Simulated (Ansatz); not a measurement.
# Br on the 1x1 (0001) surface of hcp Co, ferromagnetic, one in a 2x2 cell, started at the site 'hollow Co-Co-Co over Co at depth 2.0 Å'

The numbers are results of PBE (plane waves to 420 eV, PAW; Ansatz, a program for electronic structure), not measurements.

Model: 17-atom slab, 6.0 Å thick at the start under the adsorbate (thin: gaps and levels are the slab's own), 7x7x1 mesh, Fermi-Dirac 0.1 eV, dipole correction, 8 atoms held, the rest relaxed; held to the start's symmetry, so lower structures may exist; spin-polarised, no spin-orbit, no U, no dispersion correction. At the end it is bonded to 3 Co. In PBE it is, or lies within 0.03 eV of, the lowest of the starts that converged.

The adsorption energy against ½ Br2(g) is -2.00 eV and the work function of the top face is 4.72 eV. The change of the work function is -0.26 eV and the change of the step from the bottom to the top vacuum level, against the clean slab is -0.25 eV. The energy released by relaxation is 0.024 eV and the height of the binding atom over the mean of the host atoms within 0.3 Å of the top one comes out as 2.035 Å. The magnetic moment of the cell comes out as 26.81 μB. The nearest host atoms of the binding atom is Co at 2.49 Å, Co at 2.49 Å, Co at 2.49 Å, the largest move of a host atom is 0.05 Å and the cost comes out as about 7 core-minutes (a rough figure).

A negative adsorption energy means that the adsorbate is more stable on the surface than in its reference.
